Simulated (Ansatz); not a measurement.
The parent structure is NbAl3 (space group I4/mmm, No. 139; a = 3.824 Å, c = 8.570 Å; a cell from a computed database, its experimental status unchecked; relaxed with 0.1 eV smearing). Axes: x, y, z lie along a, b, c of the conventional cell.

Computed with PBEsol/PAW in Ansatz (a quantum-chemistry and plane-wave program), spin-orbit coupling left out.

Base values:

| Item | Result |
|---|---|
| Shortest interatomic distance | 2.704 Å |

Modification: uniaxial strain ε_xx = −3.50 %, all other strain components held at zero, atoms relaxed at fixed cell.

**Question.** Estimate the effect on the energy relative to the base, shortest interatomic distance and stress.

**Answer.** The energy increases by 16 meV/atom; the shortest interatomic distance drops by 0.047 Å, from 2.704 Å to 2.657 Å; the stress (xx, yy, zz, yz, xz, xy; compression positive) is (9.7, 4.1, 2.1, 0.0, 0.0, 0.0) GPa.

Stability against distortions was not tested. The final runs are not spin-polarised.
